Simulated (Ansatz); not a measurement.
Relaxation of the atoms of Bi2PdPt (P-3m1, 4 atoms in the cell) at several settings

```xyz
4
Lattice="4.3290 0.0000 0.0000 -2.1645 3.7490 0.0000 0.0000 0.0000 5.6259" Properties=species:S:1:pos:R:3 pbc="T T T"
Bi     0.0000     2.4993     1.3777
Bi     2.1645     1.2497     4.2482
Pd     0.0000     0.0000     2.8130
Pt     0.0000     0.0000     0.0000
```

Base: LDA (PW92), default PAW files made with PBE (Ansatz, a quantum-chemistry and plane-wave program). Its settings: basis.ecutwfc = 30.9 Ry; kpoints.mp_grid.grid = 7 7 5; hamiltonian.xc = lda; hamiltonian.pseudopotentials = {kind: paw} (the program's default PAW files); scf.occupations.method = gaussian; scf.occupations.width = 0.0147 Ry. Starting volume 22.83 Å³ per atom.

Each line gives the change from the base single point and the result:

- relax: default → atoms: pressure -4.97 GPa; relaxation steps 3; free energy against the base single point 0.0 meV/atom.
- atoms moved at random; relax: default → atoms; relax.f_tol: default → 0.03 eV/Å: pressure -4.97 GPa; largest force (vector length) 0.010 eV/Å; relaxation steps 3; free energy against the base single point 0.0 meV/atom.
- atoms moved at random; relax: default → atoms; relax.f_tol: default → 0.005 eV/Å: pressure -4.97 GPa; relaxation steps 4; free energy against the base single point 0.0 meV/atom.

The starting cell comes from a database of computed structures (which also holds hypothetical and non-ambient phases and stackings), without a prior relaxation at this level. Spin polarisation is off. Ansatz's pressure includes its estimate of the finite-basis (Pulay) stress.

Keys are those of Ansatz 0.2.
